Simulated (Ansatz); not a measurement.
System: cubic perovskite BaHfO3. Method: r²SCAN+SOC in Ansatz (PAW).

Numerical settings: plane-wave cutoff 560 eV, 8×8×8 k mesh, Fermi–Dirac smearing 0.01 eV, PAW data made under PBE.

Properties against volume:

```tsv
V (Å³/atom)	P (GPa)	direct gap at Γ (eV)
13.689	12.12	4.171
13.980	7.64	4.172
14.271	3.61	4.167
14.562	0.00	4.157
14.854	-3.25	4.143
15.145	-6.16	4.124
15.436	-8.78	4.102
```

The fundamental gap (4.11 eV at the equilibrium volume, with added k points) lies elsewhere than Γ–Γ.

Ansatz is a quantum-chemistry and plane-wave program.
